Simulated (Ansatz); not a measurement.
Fluorite PtAl2, treated with HSE06-D3(BJ) in Ansatz (PAW).

Numerical settings: plane-wave cutoff 460 eV, 8×8×8 k mesh, Fermi–Dirac smearing 0.05 eV, scalar-relativistic PAW data made under PBE.

Cell (relaxed at this level):

Space group Fm-3m (No. 225); a = b = c = 5.8309 Å, α = β = γ = 90.00°

```json
[
 {"atom": "Al", "site": "8c", "symmetry": "-43m", "x": "0.2500", "y": "0.2500", "z": "0.2500"},
 {"atom": "Pt", "site": "4a", "symmetry": "m-3m", "x": "0.0000", "y": "0.0000", "z": "0.0000"}
]
```
(The calculation used a cell of 3 atoms; values per cell refer to that cell.)

Predict the bulk modulus and pressure derivative B′ of the bulk modulus.


* **bulk modulus**: 153 GPa
* **pressure derivative B′ of the bulk modulus**: 4.3

Spin–orbit coupling is not included.

Computed values are for the static lattice.

Computing time: very roughly 10 core-minutes.

Ansatz is a program for electronic structure.
